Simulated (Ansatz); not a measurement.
C on the O site in monoclinic HfO2: one set of geometries, relaxed with PBE, evaluated in Ansatz (PAW, plane waves to 420 eV, 500 eV under r2SCAN) with PBE, r2SCAN.

Set-up: 96-site cell; 2×2×2 shifted k-points; start: the O(1) site; charged states image-corrected; no spin–orbit coupling; not converged in cell size; flagged in the runs: a host whose relaxation on this sampling wasn't shown to rest, a strain field that reaches the edge of the cell.

| quantity | PBE | r2SCAN |
|---|---|---|
| host gap (eV) | 4.04 | 4.54 |
| ε(+1/0) above the VBM (eV), not thermodynamic with PBE | 2.04 | 2.07 |
| ε(0/−1) above the VBM (eV), not thermodynamic with PBE | 2.02 | 2.40 |
| ε(−1/−2) above the VBM (eV) | 2.34 | 2.77 |
| largest moment on one atom at charge +1 (μB) | 0.23 | 0.25 |
| neutral formation energy against graphite, O2 molecule in a box (eV) | 9.09 | 9.22 |
| largest moment on one atom at charge 0 (μB) | 0.93 | 0.99 |
| largest moment on one atom at charge −1 (μB) | 0.39 | 0.42 |

PBE narrows the gap by 0.50 eV against r2SCAN, the highest level run, and puts the levels shown 0.28 eV lower above the valence-band maximum on average (from the rounded values).

Ansatz is an electronic-structure program.
